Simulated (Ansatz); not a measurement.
BN, response to strain

Base system: BN in the wurtzite structure (space group P6_3mc, No. 186; a = 2.523 Å, c = 4.175 Å). Axes: x lies along a and z along c of the hexagonal cell.

Strains are applied to the cell and any free atomic positions relax; under biaxial strain the out-of-plane vector relaxes too.

The values are results of LDA, PAW, 420 eV (Ansatz, a quantum-chemistry and plane-wave program; scalar-relativistic without spin-orbit coupling), not measurements.

```json
[
 {"biaxial strain, plane normal [001], relaxed out of plane (%)": "0", "out-of-plane strain (%)": "0.00"},
 {"biaxial strain, plane normal [001], relaxed out of plane (%)": "0.6", "out-of-plane strain (%)": "-0.07"},
 {"biaxial strain, plane normal [001], relaxed out of plane (%)": "1.2", "out-of-plane strain (%)": "-0.14"},
 {"biaxial strain, plane normal [001], relaxed out of plane (%)": "1.8", "out-of-plane strain (%)": "?"},
 {"biaxial strain, plane normal [001], relaxed out of plane (%)": "2.4", "out-of-plane strain (%)": "-0.28"},
 {"biaxial strain, plane normal [001], relaxed out of plane (%)": "3", "out-of-plane strain (%)": "-0.34"}
]
```

Fit ε⊥ = −νε + γε² (strains in %) to the rows shown and predict the withheld row.

Least squares on the printed values gives ν = 0.12 (the biaxial Poisson response) and γ = 0.002 (largest residual 0.00 %); this predicts -0.21 %, and the run gives -0.21 %, in agreement.

Stability against distortions was not tested.
